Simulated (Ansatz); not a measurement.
## Carrier properties of GaP under load (space group I-4m2)

Input:

```
CELL_PARAMETERS angstrom
      0.00000     2.70047     2.73594
      2.70047     0.00000     2.73594
      2.70047     2.70047     0.00000
ATOMIC_POSITIONS crystal
  Ga 0.00000 0.00000 0.00000
  P  0.25000 0.25000 0.25000
```

Calculation: PBEsol with spin-orbit coupling, rigid bands (plane waves, PAW; Ansatz, a first-principles code). Condition of this run: biaxial stress xx = yy = 1 GPa (compression positive) (the target of the relaxation). How the cell was made: cell and atoms relaxed with PBEsol, then loaded as said.

| Quantity | Value |
|---|---|
| band gap | 1.35 eV |
| electron conductivity mass (300 K, dilute) | 0.42 (x), 0.42 (y), 0.25 (z) mₑ |
| hole conductivity mass (300 K, dilute) | 0.42 (x), 0.42 (y), 0.50 (z) mₑ |
| effective density of states N_c (300 K) | 2.6e19 cm⁻³ |
| effective density of states N_v (300 K) | 1.2e19 cm⁻³ |
| density-of-states mass, electrons | 1.02 mₑ |
| density-of-states mass, holes | 0.62 mₑ |
| Seebeck coefficient, n-type 1e19 cm⁻³, 300 K | -299 μV/K |
| Seebeck coefficient, p-type 1e19 cm⁻³, 300 K | 299 μV/K |
| best p-type power factor at 300 K for τ = 10 fs (best axis; densities from 1e16 to 1e21 cm⁻³ tried, whether or not they can be reached) | 14.5 μW/(cm·K²) at 3e20 cm⁻³ |

Rigid bands; masses and Seebeck coefficients take one relaxation time τ for all states and one kind of carrier; polarons and phonon drag are left out.
